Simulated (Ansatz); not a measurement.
Consider the following.

End structure of the (111)A surface of zinc-blende GaSb, Ga-terminated, 2x2 with 3 H on 4 top atoms (bottom of the slab: 3 H on 4 bottom sites):

```yaml
crystal:
  lattice:
    - [8.78596, 0.00000, 0.00000]
    - [-4.39298, 7.60887, 0.00000]
    - [0.00000, 0.00000, 31.50000]
  atoms:
    - { symbol: Sb, position: [0.00271, 0.99728, 0.32383] }
    - { symbol: Sb, position: [0.49481, 0.99741, 0.32395] }
    - { symbol: Sb, position: [0.00271, 0.50542, 0.32383] }
    - { symbol: Sb, position: [0.50007, 0.50003, 0.30498] }
    - { symbol: Ga, position: [0.34635, 0.19280, 0.34617] }
    - { symbol: Ga, position: [0.83363, 0.16681, 0.34647] }
    - { symbol: Ga, position: [0.34635, 0.65355, 0.34617] }
    - { symbol: Ga, position: [0.80729, 0.65365, 0.34623] }
    - { symbol: Sb, position: [0.33333, 0.16667, 0.43153] }
    - { symbol: Sb, position: [0.83333, 0.16667, 0.43153] }
    - { symbol: Sb, position: [0.33333, 0.66667, 0.43153] }
    - { symbol: Sb, position: [0.83333, 0.66667, 0.43153] }
    - { symbol: Ga, position: [0.16667, 0.33333, 0.46000] }
    - { symbol: Ga, position: [0.66667, 0.33333, 0.46000] }
    - { symbol: Ga, position: [0.16667, 0.83333, 0.46000] }
    - { symbol: Ga, position: [0.66667, 0.83333, 0.46000] }
    - { symbol: Sb, position: [0.16644, 0.33322, 0.54518] }
    - { symbol: Sb, position: [0.66662, 0.33276, 0.54529] }
    - { symbol: Sb, position: [0.16711, 0.83355, 0.54530] }
    - { symbol: Sb, position: [0.66662, 0.83386, 0.54529] }
    - { symbol: Ga, position: [0.99974, 0.99989, 0.57372] }
    - { symbol: Ga, position: [0.50031, 0.00016, 0.57406] }
    - { symbol: Ga, position: [0.99974, 0.49985, 0.57372] }
    - { symbol: Ga, position: [0.50031, 0.50015, 0.57354] }
    - { symbol: Sb, position: [0.00595, 0.01184, 0.65936] }
    - { symbol: Sb, position: [0.49993, 0.99997, 0.65855] }
    - { symbol: Sb, position: [0.00595, 0.49411, 0.65936] }
    - { symbol: Sb, position: [0.48801, 0.49400, 0.65918] }
    - { symbol: Ga, position: [0.33757, 0.16271, 0.68998] }
    - { symbol: Ga, position: [0.82504, 0.16252, 0.69001] }
    - { symbol: Ga, position: [0.33757, 0.67486, 0.68998] }
    - { symbol: Ga, position: [0.83320, 0.66660, 0.66948] }
    - { symbol: H, position: [0.99829, 0.00213, 0.26928] }
    - { symbol: H, position: [0.50395, 0.00198, 0.26941] }
    - { symbol: H, position: [0.99829, 0.49617, 0.26928] }
    - { symbol: H, position: [0.33427, 0.16674, 0.73976] }
    - { symbol: H, position: [0.83213, 0.16607, 0.73980] }
    - { symbol: H, position: [0.33427, 0.66754, 0.73976] }
```

Slab: 38 atoms, 15.0 Å thick at the start with caps and adatoms; k 3x3x1, smearing 0.025 eV, dipole-corrected; 8 atoms held, the rest relaxed; start symmetry kept, larger cells not searched; no spin, no spin-orbit, no U.

Task: Give the gap of the slab on its k-mesh at the level PBE run with Ansatz (a quantum-chemistry and plane-wave program).

Result: 0.34 eV

Task: Estimate the highest filled level below the top vacuum level that PBE returns for this input.

Result: 4.93 eV
